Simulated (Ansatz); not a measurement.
MgO: element substitutions

Consider MgO in the rock salt structure (space group Fm-3m, No. 225; a = 4.215 Å).

Each row replaces one element on all its sites; cell and atoms are relaxed.

Levels (all Ansatz, a program for electronic structure, PAW, earlier PAW set): PBEsol (420 eV, no SOC); r2SCAN (500 eV, no spin-orbit coupling); PBEsol+SOC (420 eV, spin-orbit coupling included); HSE06 (420 eV, spin-orbit coupling left out); HSE06+SOC (420 eV, noncollinear with spin-orbit coupling).

Band gaps by level, all at the geometries relaxed with PBEsol:

```
case      PBEsol   r2SCAN  PBEsol+SOC    HSE06  HSE06+SOC
-------  -------  -------  ----------  -------  ---------
base     4.62 eV  5.62 eV     4.61 eV  6.46 eV    6.45 eV
O → F       zero     zero        zero        –          –
Mg → Ca  3.54 eV        ?     3.53 eV  5.31 eV    5.29 eV
Mg → Sr  3.20 eV        ?     3.18 eV  4.79 eV    4.77 eV
```

### Question
Some entries are withheld; estimate them.

### Answer

- Mg → Ca, r2SCAN: 4.19 eV
- Mg → Sr, r2SCAN: 3.79 eV

Single points use the geometry relaxed with PBEsol. HSE06 gaps are upper bounds (no full band path). The spin-orbit shifts are approximate. Stability against distortions was not tested. As relaxed here, MgF is a hypothetical phase, not in the database extracts checked. The runs without spin-orbit coupling are not spin-polarised. An odd electron count without spin: MgF.
